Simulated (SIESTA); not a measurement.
# SIESTA run on NaPt₂ (Fd-3m, 6 atoms in the cell): self-consistent single point

Method of the run: LDA PW92, numerical atomic orbitals DZP, PseudoDojo LDA standard norm-conserving potentials (rewritten from UPF to PSML) (SIESTA 5.4.2).

The input file:

```
# files in the folder: Na.psml Pt.psml (PseudoDojo LDA standard)
SystemName  NaPt2
SystemLabel NaPt2

NumberOfAtoms                6
NumberOfSpecies              2
%block ChemicalSpeciesLabel
  1 11 Na
  2 78 Pt
%endblock ChemicalSpeciesLabel
LatticeConstant              1.0 Bohr
%block LatticeVectors
     0.000000000    7.090913824    7.090913824
     7.090913824    0.000000000    7.090913824
     7.090913824    7.090913824    0.000000000
%endblock LatticeVectors
AtomicCoordinatesFormat      Ang
%block AtomicCoordinatesAndAtomicSpecies
     3.752350000    3.752350000    3.752350000  1
     5.628525000    5.628525000    5.628525000  1
     0.938087500    0.938087500    0.938087500  2
     0.938087500    2.814262500    2.814262500  2
     2.814262500    2.814262500    0.938087500  2
     2.814262500    0.938087500    2.814262500  2
%endblock AtomicCoordinatesAndAtomicSpecies

XC.functional                LDA
XC.authors                   PW92
PAO.BasisSize                DZP
PAO.EnergyShift              0.01 Ry
MeshCutoff                   300 Ry
%block kgrid.MonkhorstPack
    8   0   0  0.0
    0   8   0  0.0
    0   0   8  0.0
%endblock kgrid.MonkhorstPack
OccupationFunction           FD
ElectronicTemperature        0.1 eV

MaxSCFIterations             150
SCF.Mixer.Method             Broyden
SCF.Mixer.Weight             0.25
SCF.Mixer.History            6
SCF.DM.Tolerance             1.0E-05
Diag.ParallelOverK           true
WriteForces                  true
```

Output (repeated stretches shortened):

```
reinit: Reading from file input.fdf

reinit: System Name: NaPt2
reinit: System Label: NaPt2

coor:   Atomic-coordinates input format  =     Cartesian coordinates
coor:                                          (in Angstroms)

siesta: Atomic coordinates (Bohr) and species
siesta:      7.09091   7.09091   7.09091  1        1
siesta:     10.63637  10.63637  10.63637  1        2
siesta:      1.77273   1.77273   1.77273  2        3
siesta:      1.77273   5.31819   5.31819  2        4
siesta:      5.31819   5.31819   1.77273  2        5
siesta:      5.31819   1.77273   5.31819  2        6

siesta: System type = bulk

initatomlists: Number of atoms, orbitals, and projectors:      6    94   144

siesta: ******************** Simulation parameters ****************************
redata: Spin configuration                          = none
redata: Time-Reversal Symmetry                      = T
redata: Number of Atomic Species                    =        2
redata: Mesh Cutoff                                 =   300.0000 Ry
redata: Net charge of the system                    =     0.0000 |e|
redata: Min. number of SCF Iter                     =        0
redata: Max. number of SCF Iter                     =      150
redata: SCF convergence failure will abort job
redata: SCF mix quantity                            = Hamiltonian
redata: Mix DM or H after convergence               =   F
redata: Recompute H after scf cycle                 =   F
redata: Mix DM in first SCF step                    =   T
redata: No kicks to SCF
redata: DM Mixing Weight for Kicks                  =     0.5000
redata: Require Harris convergence for SCF          =   F
redata: Harris energy tolerance for SCF             =     0.000100 eV
redata: Require DM convergence for SCF              =   T
redata: DM tolerance for SCF                        =     0.000010
redata: Require EDM convergence for SCF             =   F
redata: EDM tolerance for SCF                       =     0.001000 eV
redata: Require H convergence for SCF               =   T
redata: Hamiltonian tolerance for SCF               =     0.001000 eV
redata: Require (free) Energy convergence for SCF   =   F
redata: (free) Energy tolerance for SCF             =     0.000100 eV
redata: Using DFT-D3 dispersion                     =   F
redata: Using Saved Data (generic)                  =   F
redata: Method of Calculation                       = Diagonalization
redata: Electronic Temperature                      =  1160.4518 K
redata: Number of TDED substeps                     =        3
redata: Dynamics option                             = Single-point calculation
redata: Save all siesta data in one NC              =   F
redata: ***********************************************************************

%block SCF.Mixers
  Broyden
%endblock SCF.Mixers

%block SCF.Mixer.Broyden
  # Mixing method
  method broyden

  # Mixing options
  weight 0.2500
  weight.linear 0.2500
  weight.prime 0.2500
  history 6
%endblock SCF.Mixer.Broyden

DM_history_depth set to one: no extrapolation allowed by default for geometry relaxation
Size of DM history Fstack: 1
Total number of electrons:    90.000000
Total ionic charge:    90.000000

* ProcessorY, Blocksize:    1  64

* Orbital distribution balance (max,min):    94    94

k-point displ. along   1 input, could be:     0.00    0.50
k-point displ. along   2 input, could be:     0.00    0.50
k-point displ. along   3 input, could be:     0.00    0.50
 Kpoints in:          320 . Kpoints trimmed:          296

siesta: k-grid: Number of k-points = 296
siesta: k-points from Monkhorst-Pack grid
siesta: k-cutoff (effective) =    21.226 Ang
siesta: k-point supercell and displacements
siesta: k-grid:     8     0     0      0.000
siesta: k-grid:     0     8     0      0.000
siesta: k-grid:     0     0     8      0.000

diag: Algorithm                                     = D&C
diag: Parallel over k                               =   F
diag: Use parallel 2D distribution                  =   F
diag: Parallel block-size                           = 64
diag: Parallel distribution                         =     1 x     1
diag: Used triangular part                          = Lower
diag: Absolute tolerance                            =  0.100E-15
diag: Orthogonalization factor                      =  0.100E-05
diag: Memory factor                                 =  1.0000

superc: Internal auxiliary supercell:     5 x     5 x     5  =     125
superc: Number of atoms, orbitals, and projectors:    750  11750  18000

                        Single-point calculation

superc: Internal auxiliary supercell:     5 x     5 x     5  =     125
superc: Number of atoms, orbitals, and projectors:    750  11750  18000

outcell: Unit cell vectors (Ang):
        0.000000    3.752350    3.752350
        3.752350    0.000000    3.752350
        3.752350    3.752350    0.000000

outcell: Cell vector modules (Ang)   :    5.306624    5.306624    5.306624
outcell: Cell angles (23,13,12) (deg):     60.0000     60.0000     60.0000
outcell: Cell volume (Ang**3)        :    105.6672
new_DM -- step:     1
Initializing Density Matrix...

Attempting to read DM from file... Failed...
DM filled with atomic data:

InitMesh: MESH = 48 x 48 x 48 = 110592
InitMesh: Mesh cutoff (required, used) =   300.000   339.187 Ry

stepf: Fermi-Dirac step function

        iscf     Eharris(eV)        E_KS(eV)     FreeEng(eV)     dDmax    Ef(eV) dHmax(eV)
   scf:    1   -16601.036736   -16673.178092   -16673.291655  1.096606 -1.096862 17.214296
   scf:    2   -16716.555053   -16701.363209   -16701.444487  0.816555 -3.554827  3.616917
   scf:    3   -16703.096417   -16702.544367   -16702.632664  0.147723 -4.166484  1.748586
   scf:    4   -16702.594869   -16702.587363   -16702.681514  0.097899 -4.264319  0.327999
   scf:    5   -16702.606476   -16702.599722   -16702.693466  0.012669 -4.205602  0.049377
   scf:    6   -16702.599663   -16702.599715   -16702.693748  0.000699 -4.204923  0.028747
   scf:    7   -16702.599740   -16702.599750   -16702.693859  0.001042 -4.201532  0.004885
   scf:    8   -16702.599716   -16702.599735   -16702.693864  0.000290 -4.200845  0.000777
   scf:    9   -16702.599710   -16702.599723   -16702.693864  0.000020 -4.201161  0.000478
   scf:   10   -16702.599711   -16702.599717   -16702.693864  0.000018 -4.201356  0.000333
   scf:   11   -16702.599712   -16702.599714   -16702.693864  0.000010 -4.201457  0.000246
   scf:   12   -16702.599712   -16702.599713   -16702.693864  0.000007 -4.201526  0.000187

SCF Convergence by DM+H criterion
max |DM_out - DM_in|         :     0.0000072778
max |H_out - H_in|      (eV) :     0.0001869820
SCF cycle converged after 12 iterations

Using DM_out to compute the final energy and forces

siesta: E_KS(eV) =           -16702.5997

siesta: E_KS - E_eggbox =    -16702.5997

siesta: Atomic forces (eV/Ang):
     1   -0.000000   -0.000000   -0.000000
     2   -0.000001   -0.000001   -0.000001
     3    0.000000    0.000000    0.000000
     4    0.000000   -0.000000    0.000000
     5   -0.000000   -0.000000    0.000000
     6   -0.000000    0.000000    0.000000
   Tot   -0.000001   -0.000001   -0.000001
   Max    0.000001
   Res    0.000000    sqrt( Sum f_i^2 / 3N )
   Max    0.000001    constrained

Stress tensor Voigt[x,y,z,yz,xz,xy] (kbar):       49.98       49.98       49.98       -0.00       -0.00       -0.00
(Free)E + p*V (eV/cell)   -16705.9899
Target enthalpy (eV/cell)   -16702.6939

siesta: Program's energy decomposition (eV):
siesta: Ebs     =     -3012.443970
siesta: Eions   =     22505.452729
siesta: Ena     =      2947.735955
siesta: Ekin    =      5558.608103
siesta: Enl     =        43.775986
siesta: Eso     =         0.000000
siesta: Edftu   =         0.000000
siesta: DEna    =       182.079772
siesta: DUscf   =         6.195115
siesta: DUext   =         0.000000
siesta: Ex      =     -2695.520905
siesta: Ec      =      -240.021010
siesta: Exc     =     -2935.541915
siesta: Eharris =    -16702.599712
siesta: Etot    =    -16702.599713
siesta: FreeEng =    -16702.693864

siesta: Stress tensor (static) (eV/Ang**3):
siesta:     0.031193   -0.000000   -0.000000
siesta:    -0.000000    0.031193   -0.000000
siesta:    -0.000000   -0.000000    0.031193

siesta: Cell volume =        105.667156 Ang**3

siesta: Pressure (static):
siesta:                Solid            Molecule  Units
siesta:          -0.00033973         -0.00033973  Ry/Bohr**3
siesta:          -0.03119290         -0.03119288  eV/Ang**3
siesta:         -49.97653644        -49.97650686  kBar
```

The run converged in 12 iterations.

The starting cell comes from a database of computed structures (which also holds hypothetical and non-ambient phases and stackings), without a prior relaxation at this level. Spin polarisation is off. Values carry the incompleteness of an atom-centred basis. With a pressure of about -5 GPa the cell is away from its equilibrium volume at this level.

Cost on one core of a shared machine: roughly 40 s.
